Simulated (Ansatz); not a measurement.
SnO2 under a change: pressure −2 GPa

The reference is SnO2 in the rutile structure (space group P4_2/mnm, No. 136; a = 4.828 Å, c = 3.238 Å).

One thing is altered: hydrostatic tension (pressure −2 GPa).

The values are results of PBE (Ansatz, an electronic-structure program, PAW, scalar-relativistic without spin-orbit coupling), earlier PAW set, not measurements. Settings: 7×7×10 k-points, 0.05 eV Fermi–Dirac smearing.

Volume per atom: 12.73 Å³ (base 12.58 Å³)
Density: 6.55 g/cm³ (base 6.63 g/cm³)
Lattice parameter a: 4.853 Å (base 4.828 Å)
c/a ratio: 0.668 (base 0.671)
Shortest interatomic distance: 2.095 Å (base 2.089 Å)
Band gap: 0.57 eV (base 0.68 eV)
Gap character: direct at Γ (base direct at Γ)
Width of the top valence band: 1.16 eV (base 1.18 eV)
Electron mass: 0.15 mₑ along c, 0.16 mₑ across (at Γ) (base 0.16 mₑ along c, 0.17 mₑ across (at Γ))
Hole mass: 1.9 mₑ along c, 1.3 mₑ across (at Γ)
Valence-band top at Γ (three highest levels, from the VBM): 0.00, -0.73, -0.73 eV (base 0.00, -0.73, -0.73 eV)

Cost of the whole job for the changed cell (relaxation, final SCF and bands): about 40 core-seconds (a rough figure).

Load acts through the strain it causes; cell and atoms are relaxed under it. Masses are band curvatures over ±0.01 Å⁻¹ around the edge. Stability against distortions was not tested.
